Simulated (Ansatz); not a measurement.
Base system: CsPbCl₃ in the cubic perovskite structure (space group Pm-3m, No. 221).

```
CsPbCl3
1.0
    5.61875     0.00000     0.00000
    0.00000     5.61875     0.00000
    0.00000     0.00000     5.61875
Cs Pb Cl
1 1 3
Direct
  0.00000   0.00000   0.00000
  0.50000   0.50000   0.50000
  0.50000   0.00000   0.50000
  0.00000   0.50000   0.50000
  0.50000   0.50000   0.00000
```

Cartesian axes are those of the cell as printed.

The values are results of Ansatz (a quantum-chemistry and plane-wave program) PBEsol, no spin-orbit coupling, not measurements.

Before the change:

The shortest interatomic distance is 2.809 Å and the band gap comes out as 1.83 eV. The pressure is 0.00 GPa.

Modification: a pure shear with ε_xy = ε_yx = 0.0200; the atoms relax in the strained cell.

Problem. Predict the new energy relative to the base, shortest interatomic distance, band gap and pressure.

Solution. The energy grows by 0.8 meV/atom; the shortest interatomic distance remains 2.809 Å; the band gap decreases by 0.08 eV (1.83 eV → 1.75 eV); the pressure (mean of the normal stresses, compression positive) stays 0.00 GPa.

Spin-orbit coupling, missing from the scalar runs, can matter with Pb. Whether these cells are dynamically stable was not tested. Many cubic perovskites are stable only at high temperature; tilts and polar distortions were not tested. This is not the structure that CsPbCl3 has at room temperature and ambient pressure.
